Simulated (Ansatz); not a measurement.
# zincblende BAs (F-43m) under hydrostatic pressure: levels of theory

```
CELL_PARAMETERS angstrom
      0.00000     2.38394     2.38394
      2.38394     0.00000     2.38394
      2.38394     2.38394     0.00000
ATOMIC_POSITIONS crystal
  B  0.00000 0.00000 0.00000
  As 0.25000 0.25000 0.25000
```

The cells are shared (cell and atoms relaxed with PBEsol, then loaded; tension negative); 2 levels in Ansatz (a first-principles code). SOC is spin-orbit coupling.

```csv
Level,gap at -9.60 GPa (eV),gap unloaded (eV),gap at 19.20 GPa (eV)
PBE+SOC,1.192,1.116,1.002
r2SCAN+SOC,1.375,1.300,1.183
```

Question: Do the levels agree better on the gap or on its shift under load?

Answer: Loaded minus unloaded: PBE+SOC 0.076 and -0.114 eV; r2SCAN+SOC 0.075 and -0.117 eV. The unloaded gaps spread over 0.184 eV and the shifts over 0.003 eV, so the levels agree better on the shift. Adding the shifts of PBE+SOC to the unloaded gap of r2SCAN+SOC gives 1.376 and 1.186 eV, against 1.375 and 1.183 eV computed.

 Gaps are resolved to about 0.01 eV; the mean electron masses of the levels agree within half at each load. Every relaxation keeps the zincblende phase, so a transition, a distortion that breaks the symmetry or fracture can't show.
